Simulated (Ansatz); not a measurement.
An Ansatz (a program for electronic structure) input (plane-wave PAW DFT at the r2SCAN level (Ansatz, 500 eV), without spin-orbit coupling):

Ansatz 0.2 input:
```yaml
crystal:
  lattice:
    - [3.9843076125, 0, 0]
    - [0, 3.9843076125, 0]
    - [0, 0, 2.7328843145]
  atoms:
    - { symbol: Si, position: [0.5, 0.5, 0.5] }
    - { symbol: Si, position: [0, 0, 0] }
    - { symbol: O, position: [0.806101387, 0.806101387, 0.5] }
    - { symbol: O, position: [0.306101387, 0.693898613, 0] }
    - { symbol: O, position: [0.693898613, 0.306101387, 0] }
    - { symbol: O, position: [0.193898613, 0.193898613, 0.5] }
basis: { ecutwfc: 500, ecutrho_ratio: 4, xc_grid: 4, fft_grid_basis: typed }
kpoints: { mp_grid: { grid: [8, 8, 12] } }
hamiltonian:
  xc: r2scan
  dispersion: none
  pseudopotentials: { kind: paw }
scf: { occupations: { method: fermi_dirac, width: 0.05 } }
relax: { f_tol: 0.005, max_steps: 50, cell: { stress_tol: 0.01, fix: [a, b, gamma] } }
output: { forces: true, stress: true }
checkpoint: { write: state.ck, write_every: 1000 }
```

Task: Which symmetry and how many k-points will the program report, and about how many plane waves at Γ?

Result: Space group P42/mnm (ITA 136) with 16 operations, k-points 105 of 768, and 1089 plane waves at Γ.

Task: And the final pressure?

Result: 23.54 GPa (compression positive).

The cells carry an imposed strain or load. Stability against distortions was not tested. The cell was made from SiO2 in the rutile structure (space group P4_2/mnm, No. 136) by this change: biaxial strain −4.80 %, plane normal [001], relaxed out of plane.
